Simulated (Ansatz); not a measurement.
CdTe: pressure series

Consider CdTe in the zinc blende structure (space group F-43m, No. 216; a = 6.5576 Å).

Cell and atoms are relaxed at each pressure.

Level of theory: DFT with r2SCAN, PAW potentials and a 500 eV plane-wave cutoff in Ansatz (a first-principles code), no SOC.

Candidates:
(a) pressure 4.5 GPa
(b) pressure 2.1 GPa
(c) pressure 15 GPa

Before the change:

| Property | Value |
|---|---|
| Band gap | 1.17 eV |

Q: Order them by band gap, highest first.

A: (c) pressure 15 GPa (1.89 eV), (a) pressure 4.5 GPa (1.46 eV), (b) pressure 2.1 GPa (1.32 eV)

With Te present, leaving out spin-orbit coupling can change the band edges. Load acts through the strain it causes; cell and atoms are relaxed under it. Stability against distortions was not tested. Measured, CdTe leaves this structure (for cinnabar) near 3.53 GPa (temperature not stated; as listed in Datta, Sujoy, Jana, Debnarayan, arXiv (2020)), on rising pressure, with hysteresis.
